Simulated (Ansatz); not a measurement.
Where the default PAW files enter, the runs use the earlier of Ansatz's two default sets.

Here is the system:

```
CELL_PARAMETERS angstrom
      4.99740     0.00000     0.00000
      2.49870     4.70992     0.00000
      2.49870     1.32561     4.11986
ATOMIC_POSITIONS crystal
  Ga 0.85559 0.43323 0.85559
  Ga 0.14441 0.56677 0.14441
  Ga 0.64441 0.06677 0.64441
  Ga 0.35559 0.93323 0.35559
  O  0.05316 0.75000 0.75000
  O  0.94684 0.25000 0.25000
  O  0.44684 0.75000 0.05316
  O  0.55316 0.25000 0.94684
  O  0.75000 0.75000 0.44684
  O  0.25000 0.25000 0.55316
```

Space group of this cell: R-3c, corundum. The cell is taken as given; by r2SCAN its mean pressure is -1.4 GPa.

The numbers are results of r2SCAN (plane waves, PAW; Ansatz, a program for electronic structure), not measurements.

The current runs along the normal of the first two printed vectors; no spin-orbit coupling. Scaled by the factor s: all lengths (ions clamped). The meshes follow the cell: 8×8×8 and 8×8 across at s = 0.98, 8×8×8 and 8×6 across at s = 1.00, 8×8×8 and 8×6 across at s = 1.02.

| s | mean pressure (GPa) | band gap (eV) |
|---|---|---|
| 0.98 | 14.5 | ? |
| 1.00 | -1.4 | 3.51 |
| 1.02 | -13.3 | 2.86 |

Question: Take the slope of the band gap against ln s from the two given rows, extrapolate to s = 0.98, and say what the run there gives.

Answer: Slope = (2.86 − 3.51) / ln 1.02 = -32.8 eV. The line gives 3.51 + (-32.8) × ln 0.98 = 4.17 eV. The run gives 4.21 eV, 0.04 eV over the line, 6 % of the predicted step.
